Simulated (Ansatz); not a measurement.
Worked example: relaxation of cell and atoms of Ni3Si (Pm-3m, 4 atoms in the cell) in Ansatz (a program for electronic structure).

Level of theory: PBE (plane waves, PAW; Ansatz).

```
CELL_PARAMETERS angstrom
      3.51807     0.00000     0.00000
      0.00000     3.51807     0.00000
      0.00000     0.00000     3.51807
ATOMIC_POSITIONS crystal
  Si 0.00000 0.00000 0.00000
  Ni 0.00000 0.50000 0.50000
  Ni 0.50000 0.00000 0.50000
  Ni 0.50000 0.50000 0.00000
```

Reference input (self-consistent single point, DFT, PBE, plane waves, default PAW files): kpoints.mp_grid.grid = 9 9 9; hamiltonian.xc = pbe; hamiltonian.pseudopotentials = {kind: paw} (the program's default PAW files); scf.occupations.method = fermi_dirac; scf.occupations.width = 0.05 eV. This run's input differs from it in these lines:

```diff
@@ -21,2 +21,4 @@
     width: 0.05
+relax:
+  cell: {}
 output:
```

The program printed (abridged):

```
   [... SCF lines of the steps left out ...]
relax step   1: F+E_penalty+E_count = -18156.80622857 eV  Δ(F+E_penalty+E_count) = +0.000e0 eV  max|allowed force component| = 5.203e-29 eV/Å  Δτ_max = 0.0000 Å  P = -2.074 GPa  Ω = 43.543 Å³  (6 SCF iters, dr2 threshold 1.00e-7 eV, accepted)
relax step   2: F+E_penalty+E_count = -18156.80849489 eV  Δ(F+E_penalty+E_count) = -2.266e-3 eV  max|allowed force component| = 2.002e-29 eV/Å  Δτ_max = 0.0000 Å  P = -0.991 GPa  Ω = 43.314 Å³  energy of the carried Pulay correction = +7.379e-5 eV  [...]
relax step   3: F+E_penalty+E_count = -18156.80919277 eV  Δ(F+E_penalty+E_count) = -6.979e-4 eV  max|allowed force component| = 1.693e-29 eV/Å  Δτ_max = 0.0000 Å  P = +0.019 GPa  Ω = 43.107 Å³  energy of the carried Pulay correction = +1.409e-4 eV  [...]
relax step   4: F+E_penalty+E_count = -18156.80904583 eV  Δ(F+E_penalty+E_count) = +1.469e-4 eV  max|allowed force component| = 1.949e-29 eV/Å  Δτ_max = 0.0000 Å  P = +0.024 GPa  Ω = 43.107 Å³  stress off target by 2.38e-2 GPa  SCF on the basis [...]
basis re-selected at this cell: Δ(F+E_penalty+E_count) = +1.469e-4 eV, ΔP = +0.005 GPa vs the last step
the relaxation is at rest under the 48 symmetry operations that the run kept from its start: a minimum is not shown …
Free energy (F): -18156.809046 eV
Internal energy: -18156.792167 eV  (E = F + TS)
E sigma→0 (E₀):  -18156.800606 eV
Entropy (-TS):   -0.016879 eV (-4.220 meV/atom)
Fermi energy:    17.519303 eV
--- Forces (eV/Å), atoms counted from 1 ---
  atom   1  Si    -0.00000000    -0.00000000     0.00000000
   [... zero for the other atoms too ...]
   [... lines left out ...]
  cell:  # Å, volume = 43.1068 Å³
   [... lines left out ...]
    - [-7.222237291452134e-35, 8.024708101613482e-36, 3.5062955243613754]
  atoms:
    - { symbol: Si, position: [9.979354592280672e-37, -7.810292864897615e-38, -8.019124225473951e-38] }
    - { symbol: Ni, position: [-7.128110423073398e-37, 0.5, 0.5] }
    - { symbol: Ni, position: [0.5, 6.445927979294527e-38, 0.5] }
    - { symbol: Ni, position: [0.5, 0.5, -8.019124224747861e-38] }
```

The run converged.  The full log also holds: “iter 5 did not close the SCF: its close was put off for the readings that it lacked (scf_convergence_deferred on its scf_iter line)”. The full log also holds: “iter 4 did not close the SCF: its close was put off for the readings that it lacked (scf_convergence_deferred on its scf_iter line)”.

Summary of the result:
```
Item                                                                               Value
-----------------------------------------------  ---------------------------------------
Free energy E − TS (on the zero of these files)                           -18156.8090 eV
Fermi level (on the code's own zero)                                            17.52 eV
Pressure                                                                        0.02 GPa
Final cell                                       a = b = c = 3.506 Å, α = β = γ = 90.00°
Final volume per atom                                                           10.78 Å³
Relaxation steps                                                                       4
```

The starting cell has typed, rounded lattice constants, without a prior relaxation at this level. Its lattice was rescaled by a random factor within 2.5 % of one. Spin polarisation is off. The relaxation keeps the symmetry of its start, so its end need not be a minimum. Ansatz's pressure includes its estimate of the finite-basis (Pulay) stress.

Keys are those of Ansatz 0.2.
